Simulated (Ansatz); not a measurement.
KSrH3 (model structure, started from the KMgH3 type, Pm-3m, No. 221, 5 atoms in the cell) was calculated with G0W0@PBEsol (Ansatz, a first-principles code, plane waves, hard PAW, contour deformation).

The cell is the one relaxed with PBEsol. Conventional cell: a = 4.7197 Å, b = 4.7197 Å, c = 4.7197 Å, α = 90.00°, β = 90.00°, γ = 90.00°.

One run with a 6×6×6 mesh, response cutoff 100 eV and 439 empty bands, not extrapolated in mesh or basis; no spin–orbit coupling.

Highest filled and lowest empty level by k point (fractions of the reciprocal vectors of the cell (4.720 0.000 -0.000) (0.000 4.720 0.000) (-0.000 0.000 4.720) Å; eV from the valence maximum of each method):

```tsv
k	PBEsol filled	PBEsol empty	QP filled	QP empty
0 0 0	-0.74	6.33	-0.66	9.03
0 0 0.167	-0.66	5.72	-0.60	7.85
0 0 0.333	-0.56	5.12	(withheld)	(withheld)
0 0.167 0.167	-0.59	4.84	-0.53	7.10
0 0.167 0.333	-0.46	4.14	-0.42	6.39
0 0.333 0.333	-0.26	3.25	(withheld)	(withheld)
0.167 0.333 -0.5	-0.18	3.07	-0.16	5.29
0.333 0.333 0.333	-0.19	3.39	-0.16	5.64
```

Estimate the withheld levels to about 0.1 eV.


- 0 0 0.333, QP filled: -0.51
- 0 0 0.333, QP empty: 7.24
- 0 0.333 0.333, QP filled: -0.24
- 0 0.333 0.333, QP empty: 5.46

Note: the relaxation could raise the start's symmetry but not lower it, so the cell can be a saddle point.

A model structure was made by putting elements into a prototype or built by hand; it is no filed structure, need not be a known phase, and can be a saddle point held by its symmetry.
